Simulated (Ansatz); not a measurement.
The parent structure is SiC in the wurtzite structure (space group P6_3mc, No. 186; a = 3.056 Å, c = 5.016 Å). Axes: x lies along a and z along c of the hexagonal cell.

Method: Ansatz (a program for electronic structure), LDA, PAW, cutoff 420 eV, no SOC.

Base values:

- Pressure: 0.00 GPa

One thing is altered: uniaxial strain ε_xx = +2.40 %, all other strain components held at zero; the atoms relax in the strained cell.

What does the calculation give for the energy relative to the base after the change?

The energy goes up by 9.1 meV/atom.

What happens to the hole mass?

The hole mass amounts to 1.9 mₑ along x, 0.34 mₑ along y, 1.5 mₑ along z (at Γ).

Predict the new pressure.

The pressure (mean of the normal stresses, compression positive) goes from zero to -5.24 GPa.

Estimate the effect on the largest internal atomic displacement.

The largest internal atomic displacement is 0.011 Å.

The levels and masses belong to the bands next to the band gap. Masses are band curvatures over ±0.01 Å⁻¹ around the edge. Whether these cells are dynamically stable was not tested.
